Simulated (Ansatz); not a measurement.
Levels about the gap of amorphous Zr20O45Ta2 (67 atoms in a cell of 864 Å³, 5.58 g/cm³; zone centre alone, so wide bands show as single levels with stretches between that a denser mesh fills), at the geometry that PBE relaxed, where it gives -0.3 GPa on a denser mesh. The participation number counts the atoms over which a state spreads; weights are charges in smoothed Voronoi cells. The levels come from a single point, so bond lengths are those of that geometry. Method of the levels: PBE, scalar-relativistic without spin-orbit coupling (Ansatz, a first-principles code). Sampling: the zone centre alone; Fermi-Dirac width 0.02 eV; no spin polarisation. At PBE the levels at the filled edge of the gap are localised (band-tail or defect states).

A CHGNet melt-quench gave the starting glass, which DFT then relaxed. O atoms were pushed apart under 1.9 Å during the dynamics, to hinder bonds among them. The hot cell started wider than the set density and was brought back towards it in steps. It is the lowest in DFT energy of 2 quenches. It is a model cell: composition and starting density were chosen by hand, and all elements were melted together. No dispersion term was used. Its density started from a set value of 5.58 and ended at 5.58 g/cm³. Cooling (nominally 300 K/ps over its main leg) ran many orders faster than in experiment, which tends to leave more defects and strain. One small periodic cell is one sample of the glass; other quenches scatter about these values. The volume was held where the preparation left it and the shape relaxed, at a PBE pressure of -0.3 GPa (tension). On a 2×2×2 Γ-centred mesh force components of up to 0.15 eV/Å stay, since the relaxation ran on the zone centre alone.

```tsv
E - E(highest filled), eV	filling	participation number	largest on	weight O	weight Zr	weight Ta
-0.28	filled	21.1	O, 3 neighbours	0.94	0.05	0.01
-0.22	filled	15.9	O, 3 neighbours	0.94	0.06	0.00
-0.20	filled	20.8	O, 3 neighbours	0.95	0.05	0.01
-0.16	filled	14.1	O, 3 neighbours	0.95	0.05	0.00
-0.12	filled	21.5	O, 3 neighbours	0.94	0.05	0.00
-0.09	filled	18.0	O, 3 neighbours	0.95	0.04	0.01
0.00	filled	6.5	O, 3 neighbours	0.94	0.05	0.01
3.72	empty	24.6	Zr, 6 neighbours	0.35	0.60	0.05
3.78	empty	22.7	Ta, 6 neighbours	0.34	0.51	0.16
3.84	empty	18.7	Zr, 6 neighbours	0.33	0.61	0.05
3.96	empty	17.5	Zr, 7 neighbours	0.32	0.52	0.16
3.99	empty	21.3	Zr, 6 neighbours	0.32	0.65	0.04
4.00	empty	24.9	Zr, 7 neighbours	0.33	0.56	0.12
4.13	empty	34.2	Zr, 7 neighbours	0.34	0.58	0.08
```

Most localised among these is the filled level at +0.00 eV, on a O atom, which has 3 neighbours (Zr 1.95 Å, Zr 2.12 Å, Zr 2.44 Å).
